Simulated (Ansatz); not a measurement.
Base system: WSe2 (space group P6_3/mmc, No. 194; a = 3.279 Å, c = 12.786 Å; layered, stacked along the Cartesian z axis).

Method: PBE-D3(BJ)/PAW in Ansatz (a first-principles code), no spin-orbit coupling.

Carriers are added at fixed cell with a uniform background; the Fermi–Dirac width is that of 300 K.

One change was made to it. Results:

The Fermi level relative to the doped band's edge (positive inside the band; to 0.05 eV) is +0.50 eV; the gap character remains indirect, Γ → K–Γ (47 % along); the gap between the host's bands goes up by 0.03 eV to 0.90 eV.

Q: Which change produced these results?
(A) electrons 3.0×10^21 cm⁻³
(B) electrons 1.0×10^22 cm⁻³
(C) holes 3.0×10^21 cm⁻³

A: C, holes 3.0×10^21 cm⁻³. For comparison, the gap between the host's bands in the other runs: electrons 3.0×10^21 cm⁻³ gives 0.84 eV; electrons 1.0×10^22 cm⁻³ gives 0.78 eV.

Charged cell with a jellium background: band edges are those of the host's band count, energies are not comparable with the neutral cell, and many-body gap narrowing is missing. Spin-orbit coupling, missing from the scalar runs, can matter with W. No phonon test of stability was made.
